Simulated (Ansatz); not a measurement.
Levels about the gap of amorphous Bi₈Ge₆O₂₄ (38 atoms in a cell of 637 Å³, 6.50 g/cm³; zone centre alone, so wide bands show as single levels with stretches between that a denser mesh fills), at the geometry that PBE relaxed, where it gives 0.0 GPa on a denser mesh. Exact exchange is cut at the faces of this small cell, which leaves a finite-size error. The participation number counts the atoms over which a state spreads; weights are charges in smoothed Voronoi cells. The levels come from a single point, so bond lengths are those of that geometry. Method of the levels: HSE06, scalar-relativistic without spin-orbit coupling (Ansatz, a program for electronic structure). Sampling: the zone centre alone; Fermi-Dirac width 0.02 eV; no spin polarisation.

It comes from a melt-quench run on a machine-learned potential (CHGNet), relaxed afterwards by DFT. O atoms were pushed apart under 1.9 Å during the dynamics, to hinder bonds among them. The hot cell started wider than the set density and was brought back towards it in steps. It is the lowest in DFT energy of 2 quenches. It is a model cell: composition and starting density were chosen by hand, and all elements were melted together. No dispersion term was used. Its density started from a set value of 6.93 and ended at 6.50 g/cm³. The quench (nominally 210 K/ps over its main leg) was far faster than any real one, so the model tends to hold more defects than a real film. A cell of this size samples the disorder only roughly. Volume and shape were free in the relaxation.

| E - E(highest filled), eV | filling | participation number | largest on | weight O | weight Bi | weight Ge |
|---|---|---|---|---|---|---|
| -0.89 | filled | 14.3 | O, 3 neighbours | 0.84 | 0.14 | 0.02 |
| -0.61 | filled | 17.0 | O, 3 neighbours | 0.78 | 0.19 | 0.02 |
| -0.54 | filled | 17.8 | O, 3 neighbours | 0.78 | 0.20 | 0.02 |
| -0.44 | filled | 11.0 | O, 3 neighbours | 0.77 | 0.21 | 0.02 |
| -0.27 | filled | 13.9 | O, 3 neighbours | 0.78 | 0.20 | 0.02 |
| -0.20 | filled | 9.9 | O, 3 neighbours | 0.79 | 0.19 | 0.01 |
| 0.00 | filled | 16.0 | O, 3 neighbours | 0.75 | 0.23 | 0.01 |
| 4.43 | empty | 23.7 | Bi, 5 neighbours | 0.50 | 0.42 | 0.08 |
| 4.50 | empty | 19.0 | Bi, 4 neighbours | 0.51 | 0.43 | 0.06 |
| 4.70 | empty | 19.7 | Bi, 6 neighbours | 0.50 | 0.45 | 0.05 |
| 4.83 | empty | 19.7 | Bi, 4 neighbours | 0.53 | 0.37 | 0.10 |
| 4.88 | empty | 14.5 | Bi, 5 neighbours | 0.47 | 0.45 | 0.08 |
| 5.12 | empty | 22.4 | Bi, 6 neighbours | 0.50 | 0.40 | 0.10 |
| 5.22 | empty | 18.4 | Bi, 5 neighbours | 0.54 | 0.38 | 0.09 |

Most localised among these is the filled level at -0.20 eV, on a O atom, which has 3 neighbours (Bi 2.14 Å, Bi 2.26 Å, Bi 2.45 Å).
